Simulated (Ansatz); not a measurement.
Base system: GaCuSe2 in the chalcopyrite structure (space group I-42d, No. 122).

GaCuSe2 has the tetragonal space group I-42d (No. 122), the chalcopyrite structure, Pearson symbol tI16. Cell: a = 5.6718 Å, b = 5.6718 Å, c = 11.2626 Å, α = 90.00°, β = 90.00°, γ = 90.00°. Ga on 4b is coordinated by 4 Se at 2.471 Å (tetrahedral). Cu on 4a is coordinated by 4 Se at 2.430 Å (tetrahedral). Se on 8d sees 2 Cu at 2.430 Å and 2 Ga at 2.471 Å (tetrahedral). (Neighbours: up to the widest gap in distance over summed covalent radii, below 1.35, at either atom; cation-cation and far metal-metal contacts left out.)
(The calculation used a cell of 8 atoms; values per cell refer to that cell.)

Computed with PBE (Ansatz, a program for electronic structure), scalar-relativistic without spin-orbit coupling.

For the base:

```
Quantity    Value
--------  -------
Pressure  0.0 GPa
Band gap     zero
```

It is then changed as follows: every lattice vector is shortened by 2.25 %; the atoms relax in the strained cell.

Question: What happens to the energy relative to the base?

Answer: The energy grows by 21 meV/atom.

Question: Predict the new pressure.

Answer: The pressure (mean of the normal stresses, compression positive) goes from zero to 4.8 GPa.

Question: Estimate the effect on the electron mass.

Answer: The electron mass comes out as 0.037 mₑ along c, 0.046 mₑ across (at Γ).

Question: What does the calculation give for the valence-band top at Γ after the change?

Answer: The valence-band top at Γ (three highest levels, from the VBM) amounts to 0.00, -0.10, -0.10 eV.

Question: Predict the new band gap.

Answer: The band gap changes from zero to 0.27 eV.

Masses are band curvatures over ±0.01 Å⁻¹ around the edge. Whether these cells are dynamically stable was not tested. All final runs are without spin polarisation. The zero or small gap of GaCuSe2 can change with the level of theory.
